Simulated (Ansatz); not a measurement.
System: cubic perovskite SrVO3. Method: PBEsol (PAW; Ansatz, a quantum-chemistry and plane-wave program).

Settings: plane-wave cutoff 520 eV, 12×12×12 k mesh, Fermi–Dirac smearing 0.1 eV, perturbation theory, force constants from a 4×4×4 q mesh, no spin polarisation, scalar-relativistic PAW data made under PBE.

Give the computed zero-point energy.


zero-point energy: 0.063 eV/atom
